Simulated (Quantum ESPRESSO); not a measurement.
## Sensitivity of a calculation on CaP3 (P-1, 8 atoms in the cell) to its settings

```
CaP3
1.0
    5.63143     0.00000     0.00000
    1.47385     5.51125     0.00000
    1.01842     1.78341     5.34138
Ca P
2 6
Direct
  0.67750   0.63992   0.64401
  0.32250   0.36008   0.35599
  0.59979   0.80070   0.09545
  0.40021   0.19930   0.90455
  0.00691   0.19525   0.00146
  0.99309   0.80475   0.99854
  0.12674   0.82603   0.60699
  0.87326   0.17397   0.39301
```

Base run A: PBEsol, GBRV 1.5 ultrasoft (PBESOL) pseudopotentials (Quantum ESPRESSO), self-consistent single point.

Its settings: ecutwfc = 40 Ry; ecutrho = 200 Ry; occupations = smearing; smearing = methfessel-paxton; degauss = 0.0036749 Ry; potentials = {Ca: ca_pbesol_v1.uspp.F.UPF, P: p_pbesol_v1.5.uspp.F.UPF}; K_POINTS = automatic 4 4 4 0 0 0; conv_thr = 1e-10 Ry; mixing_beta = 0.7.

The starting cell comes from a database of computed structures (which also holds hypothetical and non-ambient phases and stackings), without a prior relaxation at this level. Its lattice was rescaled by a random factor within 2.5 % of one. In the base run, with a pressure of about -3 GPa the cell is away from its equilibrium volume at this level.

ΔF is the free energy per atom less that of run A. A dash stands where there is no value to compare (another energy zero or no entropy term, no result, no spin, no clean gap, or a mesh too coarse for one). 

Runs:
- B: smearing: methfessel-paxton → gaussian; degauss: 0.0036749 Ry → 0.02205 Ry
- C: occupations: smearing → tetrahedra_opt; smearing: methfessel-paxton → default; degauss: 0.0036749 Ry → default

| run | ΔF (meV/atom) | pressure (GPa) | largest force (eV/Å) | gap on the mesh (eV) |
|---|---|---|---|---|
| A | 0.00 | -3.13 | 0.233 | 0.194 |
| B | -0.73 | -3.12 | 0.229 | – |
| C | 0.00 | -3.13 | 0.233 | 0.194 |

Run C against A: The free energy stays essentially unchanged (within 1 meV/atom), the pressure stays at -3.13 GPa, the largest force stays at 0.233 eV/Å and the gap on the mesh stays at 0.194 eV.
